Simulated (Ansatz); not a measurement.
Consider interstitial As in zinc-blende BAs, charge state -1. All values below come from PBE, PAW (plane waves to 420 eV; Ansatz, a quantum-chemistry and plane-wave program).

Settings: 64 host sites, the relaxed PBE lattice, one k-point at (0.250, 0.250, 0.250), smearing 0.01 eV, spin-restricted, no image-charge correction. No zero-point or tunnelling terms. The charge state is imposed; whether it is stable for some Fermi level was not computed. Sites that were not tried may lie lower.

Barriers: single points on a 2×2×2 k-point mesh shifted by half a step at the bands' geometries.

Relaxed starting cell (atoms counted from 1):

```xyz
65
Lattice="9.6190 0.0000 0.0000 0.0000 9.6190 0.0000 0.0000 0.0000 9.6190" Properties=species:S:1:pos:R:3 pbc="T T T"
B     -0.0768    -0.0291     0.0088
B     -0.0487    -0.0060     4.8578
B     -0.0598     4.8539     0.0187
B     -0.0221     4.8028     4.8444
B      5.1155    -0.1095    -0.0829
B      4.7699     0.0001     4.8331
B      4.7842     4.8093     0.0510
B      4.7613     4.7987     4.8235
As     1.1007     1.1941     3.6888
As     1.0201     1.2278     8.3132
As     1.1682     5.9870     3.6387
As     1.1891     6.0117     8.4403
As     6.0218     1.1871     3.6795
As     6.1402     1.1736     8.3078
As     5.9679     6.0190     3.6361
As     5.9547     6.0077     8.4369
B     -0.0647     2.4085     2.4464
B     -0.0984     2.4342     7.1325
B     -0.0946     7.1298     2.4684
B     -0.0152     7.2035     7.2419
B      5.0010     2.4976     2.5394
B      4.7856     2.3792     7.2495
B      4.7704     7.2195     2.4215
B      4.7596     7.2259     7.2546
As     1.0645     3.6633     1.2290
As     1.1819     3.6109     6.0235
As     1.0406     8.2830     1.2741
As     1.1798     8.4136     6.0430
As     6.1024     3.7214     1.2678
As     5.9582     3.5991     6.0341
As     6.0641     8.3426     1.2349
As     5.9617     8.4009     6.0301
B      2.1274    -0.1241     2.5843
B      2.3638     0.0273     7.2496
B      2.3666     4.7896     2.4173
B      2.3948     4.8030     7.2517
B      7.2033    -0.0188     2.4467
B      7.2607    -0.0285     7.1399
B      7.2349     4.8757     2.4553
B      7.1607     4.8132     7.2362
As     4.5762     1.6024     0.8162
As     3.5719     1.1982     6.0356
As     3.5689     6.0035     1.2296
As     3.5734     6.0045     6.0400
As     8.3799     1.1926     1.2205
As     8.3781     1.1954     5.9785
As     8.3779     6.0063     1.2105
As     8.3814     6.0054     6.0395
B      2.0461     2.5061    -0.0658
B      2.3767     2.3923     4.8250
B      2.3666     7.2129     0.0601
B      2.3825     7.2072     4.8349
B      7.2341     2.4277     0.0057
B      7.1834     2.4024     4.8475
B      7.2045     7.1683     0.0203
B      7.1677     7.2090     4.8446
As     3.5799     3.5667     3.5959
As     3.5602     3.5560     8.4978
As     3.5525     8.4261     3.6214
As     3.5815     8.4758     8.5071
As     8.3737     3.6146     3.6491
As     8.3938     3.6285     8.4054
As     8.3821     8.3899     3.6516
As     8.3740     8.3864     8.4135
As     2.5347     0.7842     0.8796
```
Cell charge -1.

End state 1 differs by these moves (Å; atoms that move under 0.08 Å are left out):

```json
[
 {"atom": "13", "element": "As", "Δx": "0.08", "Δy": "0.05", "Δz": "0.07"},
 {"atom": "14", "element": "As", "Δx": "-0.08", "Δy": "0.03", "Δz": "0.07"},
 {"atom": "29", "element": "As", "Δx": "-0.08", "Δy": "-0.07", "Δz": "-0.05"},
 {"atom": "31", "element": "As", "Δx": "0.08", "Δy": "-0.07", "Δz": "-0.03"},
 {"atom": "33", "element": "B", "Δx": "-0.08", "Δy": "0.03", "Δz": "-0.05"},
 {"atom": "38", "element": "B", "Δx": "-0.06", "Δy": "0.02", "Δz": "0.06"},
 {"atom": "39", "element": "B", "Δx": "-0.05", "Δy": "-0.06", "Δz": "-0.02"},
 {"atom": "41", "element": "As", "Δx": "0.00", "Δy": "-0.82", "Δz": "0.82"},
 {"atom": "49", "element": "B", "Δx": "0.08", "Δy": "0.05", "Δz": "-0.03"},
 {"atom": "54", "element": "B", "Δx": "0.05", "Δy": "0.02", "Δz": "0.06"},
 {"atom": "55", "element": "B", "Δx": "0.06", "Δy": "-0.06", "Δz": "-0.02"},
 {"atom": "65", "element": "As", "Δx": "0.00", "Δy": "0.06", "Δz": "-0.06"}
]
```

What is the computed forward and backward barriers to end state 1 (PBE, PAW)?

forward 0.38 eV, backward 0.38 eV; at the saddle point atom 41 has neighbours As at 2.17; B at 1.97, B at 1.98 Å. The saddle point's order was not checked, and it lies on a symmetry element of the cell, where a band can be held.
